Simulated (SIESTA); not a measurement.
SIESTA run on CaSi₂Ni₂ (I4/mmm, 5 atoms in the cell): self-consistent single point.

Level of theory: GGA PBEsol, numerical atomic orbitals DZP, PseudoDojo PBEsol standard norm-conserving potentials (rewritten from UPF to PSML) (SIESTA 5.4.2).

```xyz
5
Lattice="-1.9814 1.9814 4.8205 1.9814 -1.9814 4.8205 1.9814 1.9814 -4.8205" Properties=species:S:1:pos:R:3 pbc="T T T"
Ca     0.0000     0.0000     0.0000
Si     0.0000     0.0000     6.0804
Si     0.0000     0.0000     3.5606
Ni     0.0000     1.9814     2.4102
Ni     1.9814     0.0000     2.4102
```

Reference input (self-consistent single point, DFT, GGA PBEsol, numerical atomic orbitals DZP, PseudoDojo PBEsol standard norm-conserving potentials (rewritten from UPF to PSML)): XC.functional = GGA; XC.authors = PBEsol; potentials = PseudoDojo PBEsol standard; PAO.BasisSize = DZP; PAO.EnergyShift = 0.01 Ry; MeshCutoff = 350 Ry; kgrid.MonkhorstPack = 9 9 9; OccupationFunction = MP; OccupationMPOrder = 0; ElectronicTemperature = 136 meV; MaxSCFIterations = 150; SCF.Mixer.Method = Pulay. This run's input differs from it in these lines:

```diff
@@ -32,5 +32,5 @@
 %block kgrid.MonkhorstPack
-    9   0   0  0.0
-    0   9   0  0.0
-    0   0   9  0.0
+    5   0   0  0.0
+    0   5   0  0.0
+    0   0   5  0.0
 %endblock kgrid.MonkhorstPack
```

Log, with long lists cut:

```
        iscf     Eharris(eV)        E_KS(eV)     FreeEng(eV)     dDmax    Ef(eV) dHmax(eV)
   scf:    1   -10210.812195   -10346.255239   -10346.298055  1.759845 -2.279472 38.106070
   scf:    2   -10250.844969   -10373.266535   -10373.283176  1.347155 -5.605762 28.126271
   scf:    3   -10416.812238   -10401.786736   -10401.818001  0.382749 -5.045860  7.178281
   scf:    4   -10380.337178   -10398.144721   -10398.179932  0.440281 -3.868572 12.291653
   scf:    5   -10379.102376   -10398.767213   -10398.794131  0.504183 -5.167131 11.640564
   [... 4 lines left out ...]
   scf:   10   -10404.311073   -10404.311323   -10404.330227  0.000758 -4.610228  0.125968
   scf:   11   -10404.311984   -10404.311952   -10404.330892  0.002986 -4.618067  0.002278
   scf:   12   -10404.311951   -10404.311951   -10404.330892  0.000039 -4.618002  0.000300
   scf:   13   -10404.311952   -10404.311952   -10404.330892  0.000009 -4.618014  0.000234
SCF Convergence by DM+H criterion
max |DM_out - DM_in|         :     0.0000085969
max |H_out - H_in|      (eV) :     0.0002341275
SCF cycle converged after 13 iterations

Using DM_out to compute the final energy and forces

siesta: E_KS(eV) =           -10404.3120

siesta: E_KS - E_eggbox =    -10404.3120

siesta: Atomic forces (eV/Ang):
     1   -0.000000    0.000000    0.000000
     2   -0.000276   -0.000276    0.340568
     3    0.000276    0.000276   -0.340568
     4    0.004642   -0.004641    0.000000
     5   -0.004641    0.004642    0.000000
   Tot    0.000000    0.000000    0.000001
   Max    0.340568
   Res    0.124381    sqrt( Sum f_i^2 / 3N )
   Max    0.340568    constrained

Stress tensor Voigt[x,y,z,yz,xz,xy] (kbar):      -31.33      -31.33      -24.58        1.00        1.00        0.18
   [... lines left out ...]
siesta: FreeEng =    -10404.330892
   [... lines left out ...]
siesta:    -0.019557    0.000111    0.000625
siesta:     0.000111   -0.019557    0.000625
siesta:     0.000625    0.000625   -0.015343

siesta: Cell volume =         75.697969 Ang**3

siesta: Pressure (static):
siesta:                Solid            Molecule  Units
siesta:           0.00019771          0.00015743  Ry/Bohr**3
siesta:           0.01815249          0.01445465  eV/Ang**3
siesta:          29.08349009         23.15890369  kBar
```

The run converged in 13 iterations. Against the reference run the free energy drops by 2.8 meV/atom, the pressure moves little (2.93 to 2.91 GPa) and the largest force goes from 0.407 to 0.341 eV/Å.

The starting cell comes from a database of computed structures (which also holds hypothetical and non-ambient phases and stackings), without a prior relaxation at this level. Its lattice was rescaled by a random factor within 2.5 % of one. Spin polarisation is off. Values carry the incompleteness of an atom-centred basis.

Cost on one core of a shared machine: roughly 40 s.
